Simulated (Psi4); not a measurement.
Psi4 1.11, unrestricted PBE0/def2-svp: Sn(Cl)3 ([Cl][Sn]([Cl])[Cl]), charge 0, multiplicity 2, 4 atoms. The geometry is a generated start, not checked to be a minimum at this level.

| Item | Result |
|---|---|
| task | energy |
| method | pbe0 |
| basis | def2-svp |
| memory | 3 GB |
| maxiter | 100 |
| keys of the molecule block | symmetry c1 |
| scf_type | df (default) |
| e_convergence | 1e-06 (default) |
| d_convergence | 1e-06 (default) |
| dft_radial_points | 75 (default) |
| dft_spherical_points | 302 (default) |
| effective core potentials | those of the basis set, past Kr |
| basis functions | 80 |
| grid points | 84352 |

```xyz
4

Sn     0.1180     0.5708     0.3494
Cl     2.1556    -0.3889    -0.5292
Cl    -0.9261    -1.1295     1.7143
Cl    -1.3474     0.9476    -1.5345
```

Charge 0 and multiplicity 2 are set for this test and not shown to be the ground state.

With the defaults (diis = true, scf_initial_accelerator = adiis, damping_percentage = 0, guess = auto, which took SAD, level_shift = 0, level_shift_cutoff = 0.01, diis_max_vecs = 10) it converges in 9 SCF iterations. One run each on 2 threads, with these changes:
- guess = modhuckel
- guess = huckel
- diis_max_vecs = 3
- guess = core
- scf_initial_accelerator = ediis
- diis = false, scf_initial_accelerator = none, damping_percentage = 60
- diis_max_vecs = 20
- scf_initial_accelerator = none
- level_shift = 0.5, level_shift_cutoff = 0.001

### Question
Which runs fail or end elsewhere than the default run?

### Answer
No convergence: diis = false, scf_initial_accelerator = none, damping_percentage = 60 (the run ends without SCF convergence in 100 iterations). The rest reach the solution of the defaults.

```
setting                                                                SCF iterations             end
---------------------------------------------------------------------  --------------  --------------
level_shift = 0.5, level_shift_cutoff = 0.001                                       8   same solution
the defaults                                                                        9   same solution
scf_initial_accelerator = ediis                                                     9   same solution
diis_max_vecs = 20                                                                  9   same solution
scf_initial_accelerator = none                                                      9   same solution
guess = huckel                                                                     10   same solution
diis_max_vecs = 3                                                                  10   same solution
guess = modhuckel                                                                  12   same solution
guess = core                                                                       12   same solution
diis = false, scf_initial_accelerator = none, damping_percentage = 60             100  no convergence
```
